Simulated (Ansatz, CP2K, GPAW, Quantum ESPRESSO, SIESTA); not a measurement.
**SrZnIn₃ (I4mm, 5 atoms in the cell) computed with different codes at matched settings**

Self-consistent single point.

```
SrZnIn3
1.0
   -2.33755     2.33755     6.12101
    2.33755    -2.33755     6.12101
    2.33755     2.33755    -6.12101
Sr Zn In
1 1 3
Direct
  0.00478   0.00478   0.00000
  0.61397   0.61397   0.00000
  0.74198   0.24198   0.50000
  0.24198   0.74198   0.50000
  0.39730   0.39730   0.00000
```

All programs got the same cell, k-point mesh and kind of occupations (in Ansatz's words: kpoints.mp_grid.grid = 5 5 5; scf.occupations.method = fermi_dirac; scf.occupations.width = 0.1 eV); potentials, basis and cutoffs are each program's usual ones.

```json
[
 {"code": "Quantum ESPRESSO", "model": "LDA (PZ), GBRV 1.5 ultrasoft (LDA) pseudopotentials", "pressure (GPa)": "-4.35", "largest force (eV/Å)": "0.066", "k-points": "18", "cutoff": "50 Ry"},
 {"code": "SIESTA", "model": "LDA PW92, numerical atomic orbitals DZP, PseudoDojo LDA standard norm-conserving potentials (rewritten from UPF to PSML)", "pressure (GPa)": "-3.15", "largest force (eV/Å)": "0.206", "k-points": "63", "cutoff": "grid 350 Ry"},
 {"code": "Ansatz", "model": "LDA (PW92), PAW files made with PBE", "pressure (GPa)": "-4.16", "largest force (eV/Å)": "0.071", "k-points": "18", "cutoff": "default"},
 {"code": "GPAW", "model": "LDA (Perdew-Wang 92), GPAW PAW datasets LDA (gpaw-data 1.0.1)", "pressure (GPa)": "-4.32", "largest force (eV/Å)": "0.080", "k-points": "18", "cutoff": "800 eV"},
 {"code": "CP2K", "model": "LDA (Pade form), GPW, DZVP-MOLOPT-SR-GTH basis, GTH-PADE potentials (GTH_POTENTIALS)", "pressure (GPa)": "-3.78", "largest force (eV/Å)": "0.070", "k-points": "63", "cutoff": "grid 600 Ry"}
]
```

Size of the force on each atom (eV/Å): Sizes of forces hide their directions.

| code | Sr1 | Zn2 | In3 | In4 | In5 |
|---|---|---|---|---|---|
| Quantum ESPRESSO | 0.040 | 0.066 | 0.024 | 0.024 | 0.058 |
| SIESTA | 0.095 | 0.206 | 0.052 | 0.052 | 0.008 |
| Ansatz | 0.040 | 0.071 | 0.026 | 0.026 | 0.059 |
| GPAW | 0.037 | 0.076 | 0.017 | 0.017 | 0.080 |
| CP2K | 0.037 | 0.070 | 0.023 | 0.023 | 0.060 |

The spread over the programs that give each value: pressure within 1.20 GPa; largest force within 0.140 eV/Å.

The starting cell comes from a database of computed structures (which also holds hypothetical and non-ambient phases and stackings), without a prior relaxation at this level. Its lattice was rescaled by a random factor within 2.5 % of one. On Ansatz's run: In the base run, with a pressure of about -4 GPa the cell is away from its equilibrium volume at this level.

Why do the programs differ, and what cannot be compared?

Differences of this kind can come from the potentials, where these differ, and from what each basis and cutoff leave unconverged. The valence holds different numbers of electrons (Quantum ESPRESSO 69, SIESTA 69, Ansatz (an electronic-structure program) 61, GPAW 61, CP2K 61). The zero of total energies and Fermi levels follows the potentials and each program's conventions, so they are not compared here. SIESTA and CP2K use small atom-centred bases, whose incompleteness enters pressures, forces and empty levels differently from a plane-wave cutoff. Ansatz's pressure is given at a fixed set of plane waves, as the other plane-wave codes print theirs. The same LDA comes in different parametrisations, which differ slightly. The programs reduce the same mesh by symmetry to different extents, which changes the work and not the result. In the pressure, SIESTA (by 1.18) lies more than 1 GPa from the median of the plane-wave programs. In the force vectors, SIESTA (by 0.135) lies more than 0.08 eV/Å from the median of the plane-wave programs.

Left out of this page: ABINIT (with a known weakness of the program); FLEUR (not drawn, or without a comparable value).

Keys are those of Ansatz 0.2.
